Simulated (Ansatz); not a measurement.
Where the default PAW files enter, the runs use the earlier of Ansatz's two default sets.

Tunnelling through a barrier is set by its complex band structure: the current falls as exp(−2κd) with the smallest κ.

Input:

```
CELL_PARAMETERS angstrom
      4.65918     0.00000     0.00000
      0.00000     6.58908     0.00000
      2.32959     3.29454     2.32959
ATOMIC_POSITIONS crystal
  K  0.00000 0.00000 0.00000
  Br 0.00000 0.50000 0.00000
```

Space group of this cell: Fm-3m, rock salt. The cell is taken as given.

Transport runs along the normal of the first two printed cell vectors, the (110) plane of the conventional cell.

No gap correction and no spin-orbit coupling; mid-gap values are interpolated between computed energies.

**Question.** Predict the band gap and the smallest decay constant κ at mid-gap from r2SCAN in Ansatz (a program for electronic structure).

**Answer.** Gap 5.09 eV on a 14×14×14 mesh; κ = 0.372 1/Å, at the zone centre.
